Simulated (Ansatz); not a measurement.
The starting structures come from a database of crystals and need not be the phases stable at ambient conditions.

Inside the gap of an insulator the Bloch states are evanescent, with a wavenumber k + iκ along the transport direction.

Consider the following.

```
CELL_PARAMETERS angstrom
      3.86482     0.00000     0.00000
      0.00000    10.95557     0.00000
      0.00000     5.47778     3.87558
ATOMIC_POSITIONS crystal
  Li 0.50000 0.00000 0.50000
  Li 0.50000 0.50000 0.50000
  Mg 0.00000 0.00000 0.00000
  Br 0.50000 0.76024 0.47952
  Br 0.50000 0.23976 0.52048
  Br 0.00000 0.24349 0.00000
  Br 0.00000 0.75651 0.00000
```

Space group of this cell: Cmmm. The cell is taken as given.

Transport runs along the normal of the first two printed cell vectors.

No gap correction and no spin-orbit coupling; mid-gap values are interpolated between computed energies.

Question: State the band gap and the smallest decay constant κ at mid-gap according to r2SCAN (Ansatz, a first-principles code).

Answer: Gap 5.40 eV on a 8×8×8 mesh; κ = 0.332 1/Å, at the zone centre.
